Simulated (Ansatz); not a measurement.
## Ta3O7F, pressure series

Start from Ta₃O₇F (space group Cmmm, No. 65; a = 6.4416 Å, b = 10.6828 Å, c = 3.8450 Å; a cell from a computed database, its experimental status unchecked).

Cell and atoms are relaxed at each pressure.

The values are results of PBEsol (Ansatz, an electronic-structure program), scalar-relativistic without spin-orbit coupling, not measurements.

Notes on the quantities. enthalpy: H = E + PV relative to the base's energy.

| change | enthalpy | band gap | gap character | density |
|---|---|---|---|---|
| base | – | 2.27 eV | indirect, T → S | 8.46 g/cm³ |
| pressure −2 GPa | -0.15 eV/atom | 2.26 eV | indirect, T → S | 8.39 g/cm³ |
| pressure −1 GPa | -0.08 eV/atom | 2.27 eV | indirect, T → S | 8.42 g/cm³ |
| pressure 1.8 GPa | +0.13 eV/atom | 2.29 eV | indirect, T → S | 8.52 g/cm³ |
| pressure 4.2 GPa | +0.31 eV/atom | 2.31 eV | indirect, T → S | 8.60 g/cm³ |
| pressure 9 GPa | +0.66 eV/atom | 2.35 eV | indirect, T → S | 8.75 g/cm³ |
| pressure 18 GPa | +1.31 eV/atom | 2.41 eV | indirect, T → S | 9.02 g/cm³ |
| pressure 30 GPa | +2.14 eV/atom | 2.50 eV | indirect, T → S | 9.34 g/cm³ |
| pressure 45 GPa | +3.14 eV/atom | 2.59 eV | indirect, T → S | 9.72 g/cm³ |
| pressure 60 GPa | +4.10 eV/atom | 2.67 eV | indirect, R → S | 10.06 g/cm³ |

With Ta present, leaving out spin-orbit coupling can change the band edges. Load acts through the strain it causes; cell and atoms are relaxed under it. No phonon test of stability was made. No other phases were tried under pressure.
